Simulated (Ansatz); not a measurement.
A computed series for NaScTl2F6: element substitutions

Start from NaScTl$_{2}$F$_{6}$ (space group Fm-3m, No. 225; a = 8.574 Å; a cell from a computed database, its experimental status unchecked).

Each row replaces one element on all its sites; cell and atoms are relaxed.

Method: r2SCAN in Ansatz (plane waves to 500 eV, PAW, without spin-orbit coupling).

```tsv
change	band gap	shortest interatomic distance
base	4.97 eV	2.019 Å
Sc → Y	4.97 eV	2.162 Å
Tl → Bi	zero	2.029 Å
Tl → Al	[?]	[?]
```

What belongs in the blanks?


- Tl → Al, band gap: 3.18 eV
- Tl → Al, shortest interatomic distance: 2.013 Å

Other magnetic orders, which the real material may have, were not ruled out. Spin-orbit coupling, missing from the scalar runs, can matter with Tl. Whether these cells are dynamically stable was not tested. As relaxed here, NaYTl2F6, NaScBi2F6 and NaScAl2F6 are hypothetical phases, not in the database extracts checked. Spin-polarised in the final run: NaScBi2F6; the other runs are not.

Ansatz is a program for electronic structure.
